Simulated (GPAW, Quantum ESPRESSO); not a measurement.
A GPAW input for a self-consistent single point of InSe (P-6m2, 8 atoms in the cell) (DFT LDA (Perdew-Wang 92), plane waves, GPAW PAW datasets LDA (gpaw-data 1.0.1)):

```python
from ase import Atoms
from ase.units import GPa
from gpaw import GPAW, PW, FermiDirac

atoms = Atoms(['In', 'In', 'In', 'In', 'Se', 'Se', 'Se', 'Se'],
              cell=[[3.966383, 0.000000, 0.000000],
                    [-1.983192, 3.434989, 0.000000],
                    [0.000000, 0.000000, 17.691019]],
              scaled_positions=[[0.000000, 0.000000, 0.577390],
                                [0.000000, 0.000000, 0.422610],
                                [0.333333, 0.666667, 0.922610],
                                [0.333333, 0.666667, 0.077390],
                                [0.666667, 0.333333, 0.853000],
                                [0.666667, 0.333333, 0.147000],
                                [0.333333, 0.666667, 0.647020],
                                [0.333333, 0.666667, 0.352980]],
              pbc=True)

calc = GPAW(mode=PW(550),
            xc='LDA',
            kpts=(5, 5, 1),
            occupations=FermiDirac(0.01),
            nbands=-6,
            convergence={'density': 1e-05, 'energy': 1e-05, 'bands': -4},
            symmetry={'symmorphic': False, 'tolerance': 0.0005},
            maxiter=100,
            txt='-')

atoms.calc = calc

energy = atoms.get_potential_energy()
print('Energy (eV):', round(energy, 6))
forces = atoms.get_forces()
print('Forces (eV/Ang):')
print(forces.round(5))
stress = atoms.get_stress()
print('Stress (GPa, Voigt):', (stress / GPa).round(4))
```

Write the same calculation as an input for Quantum ESPRESSO.

This is the input that was run; spellings and numerical settings could be chosen otherwise.

```fortran
&CONTROL
   calculation = 'scf'
   prefix = 'inse'
   outdir = './tmp'
   pseudo_dir = './'
   tprnfor = .true.
   tstress = .true.
/
&SYSTEM
   ibrav = 0
   celldm(1) = 7.495378187
   nat = 8
   ntyp = 2
   ecutwfc = 40
   ecutrho = 200
   occupations = 'smearing'
   smearing = 'fermi-dirac'
   degauss = 0.000734986
/
&ELECTRONS
   conv_thr = 1.0d-10
/
ATOMIC_SPECIES
In   114.8180  in_lda_v1.4.uspp.F.UPF
Se    78.9710  se_lda_v1.uspp.F.UPF
ATOMIC_POSITIONS {crystal}
In    0.000000000    0.000000000    0.577390000
In    0.000000000    0.000000000    0.422610000
In    0.333333333    0.666666667    0.922610000
In    0.333333333    0.666666667    0.077390000
Se    0.666666667    0.333333333    0.853000000
Se    0.666666667    0.333333333    0.147000000
Se    0.333333333    0.666666667    0.647020000
Se    0.333333333    0.666666667    0.352980000
K_POINTS {automatic}
5 5 1  0 0 0
CELL_PARAMETERS {alat}
   1.000000000     0.000000000     0.000000000
  -0.500000000     0.866025404     0.000000000
   0.000000000     0.000000000     4.460239356
```

Basis, cutoffs, solver keys and any potentials are the target program's own. This input uses DFT, LDA (PZ), plane waves, GBRV 1.5 ultrasoft (LDA) pseudopotentials. LDA parametrisations can differ slightly between programs.

The starting cell comes from a database of computed structures (which also holds hypothetical and non-ambient phases and stackings), without a prior relaxation at this level. For this run, on top of that: lattice scaled by 0.98.
